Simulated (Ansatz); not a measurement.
A self-consistent single point of La (P3m1, 4 atoms in the cell) with Ansatz (an electronic-structure program).

Level of theory: PBEsol, default PAW files made with PBE (plane waves; Ansatz).

```
CELL_PARAMETERS angstrom
      1.87557    -3.24859     0.00000
      1.87557     3.24859     0.00000
      0.00000     0.00000    12.09920
ATOMIC_POSITIONS crystal
  La 0.00000 0.00000 0.50413
  La 0.00000 0.00000 0.00000
  La 0.33333 0.66667 0.25000
  La 0.66667 0.33333 0.75000
```

Reference input (self-consistent single point, DFT, PBEsol, plane waves, default PAW files made with PBE): basis.ecutwfc = 30.9 Ry; kpoints.mp_grid.grid = 8 8 2; hamiltonian.xc = pbesol; hamiltonian.pseudopotentials = {kind: paw} (the program's default PAW files); scf.occupations.method = fermi_dirac; scf.occupations.width = 0.0073 Ry. This run's input differs from it in these lines:

Ansatz 0.2 input:
```diff
@@ -12,3 +12,3 @@
 basis:
-  ecutwfc: 30.9 Ry
+  ecutwfc: 18.4 Ry
 kpoints:
```

The program printed (abridged):

```
SCF iter   1: F=—  HF=-24644.203616 eV  |F-HF|=—  |Δ(HF+E_count)|=         —  Δρ=6.59e-3  dr2=3.56e-2  ethr=1.77e-3  ⟨swp⟩=6.0  Hψ=2554  notcnv=0
all-band conjugate gradients solve this SCF's bands
preconditioner: auto → Kerker (q_TF=auto, 2.230 Å⁻¹)
SCF iter   2: F=—  HF=-24644.202497 eV  |F-HF|=—  |Δ(HF+E_count)|=   1.12e-3  Δρ=3.55e-3  dr2=1.05e-2  ethr=8.10e-5  ⟨swp⟩=2.7  Hψ=1138  notcnv=0
SCF iter   3: F=—  HF=-24644.203548 eV  |F-HF|=—  |Δ(HF+E_count)|=   1.05e-3  Δρ=5.29e-4  dr2=6.84e-4  ethr=2.40e-5  ⟨swp⟩=2.4  Hψ=1012  notcnv=0
SCF iter   4: F=—  HF=-24644.203471 eV  |F-HF|=—  |Δ(HF+E_count)|=   7.68e-5  Δρ=1.55e-4  dr2=1.49e-4  ethr=1.56e-6  ⟨swp⟩=1.8  Hψ=758  notcnv=0
SCF iter   5: F=—  HF=-24644.203464 eV  |F-HF|=—  |Δ(HF+E_count)|=   7.19e-6  Δρ=5.30e-5  dr2=3.44e-6  ethr=3.38e-7  ⟨swp⟩=1.2  Hψ=555  notcnv=0
SCF iter   6: F=—  HF=-24644.203569 eV  |F-HF|=—  |Δ(HF+E_count)|=   1.05e-4  Δρ=9.31e-6  dr2=1.62e-7  ethr=7.81e-9  ⟨swp⟩=2.6  Hψ=1022  notcnv=0
SCF iter   7: F=-24644.203569 eV  HF=-24644.203569 eV  |F-HF|=2.12e-9  |Δ(HF+E_count)|=   2.63e-9  Δρ=2.33e-6  dr2=9.05e-9  ethr=2.27e-10  ⟨swp⟩=8.5  Hψ=2406  notcnv=0
SCF 1 converged in 7 iterations: F = -24644.203569 eV  dr2 = 9.05e-9
Free energy (F): -24644.203569 eV
Internal energy: -24644.006132 eV  (E = F + TS)
E sigma→0 (E₀):  -24644.104850 eV
Entropy (-TS):   -0.197437 eV (-49.359 meV/atom)
Fermi energy:    10.997474 eV
--- Forces (eV/Å), atoms counted from 1 ---
  atom   1  La    -0.00000000    -0.00000000    -0.10152535
  atom   2  La     0.00000000     0.00000000     0.02637723
  atom   3  La     0.00000000     0.00000000     0.03369222
  atom   4  La    -0.00000000     0.00000000     0.04145594
--- Stress (GPa, compression-positive) ---
       -1.868546       0.000000      -0.000000
        0.000000      -1.868546       0.000000
       -0.000000       0.000000      -1.657995
  P = ⅓ Tr σ = -1.7984 GPa (-17.984 kbar)
  The stress holds the Pulay correction. Without it, at fixed plane waves, as pw.x and ABINIT print it: P = -7.2454 GPa
```

The run converged in 7 iterations. Against the reference run the free energy rises by 234 meV/atom, the pressure goes from -1.92 to -1.80 GPa and the largest force goes from 0.092 to 0.102 eV/Å.

The starting cell has typed, rounded lattice constants, without a prior relaxation at this level. Its lattice was rescaled by up to half a per cent. One atom was moved a little off its site on purpose. Ansatz's pressure includes its estimate of the finite-basis (Pulay) stress. Without the estimate this run gives -7.25 GPa. The cutoff lies below the one recommended for these files.
